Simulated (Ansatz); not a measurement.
System: Ta₂O₅ (within 0.1 Å of Cmmm, No. 65, 7 atoms in the cell; start mp-1238961). Method: PBEsol in Ansatz (plane waves, PAW).

Run with plane-wave cutoff 520 eV, 10×10×6 k mesh (along the axes of the cell as run), Fermi–Dirac smearing 0.01 eV, scalar-relativistic PAW data made under PBE.

Cell (relaxed with PBEsol):

Ta$_{2}$O$_{5}$ is modelled in the orthorhombic space group Cmmm (No. 65), Pearson symbol oS14. Cell: a = 3.839 Å, b = 13.008 Å, c = 3.860 Å, α = β = γ = 90.00°. Ta on 4i is surrounded by 5 O at 1.900–1.986 Å and 1 O at 2.197 Å. O1 on 4j is surrounded by 2 Ta at 1.930 Å (linear). O2 on 4i is coordinated by 2 Ta at 1.986 Å and 1 Ta at 2.197 Å. O3 on 2a is coordinated by 2 Ta at 1.900 Å (linear). (Neighbours: up to the widest gap in distance over summed covalent radii, below 1.35, at either atom; cation-cation and far metal-metal contacts left out.)
(The calculation used a cell of 7 atoms; values per cell refer to that cell.)

**Question.** What does this level give for the band gap and smallest direct gap on the k points sampled?

**Answer.** 
- band gap = 2.16 eV
- smallest direct gap on the k points sampled = 2.78 eV

Spin–orbit coupling is not included.

Cost on a shared machine: around 50 core-seconds (rough).

A start named mp-… is a Materials Project structure, which need not be a measured phase.

Ansatz is a quantum-chemistry and plane-wave program.
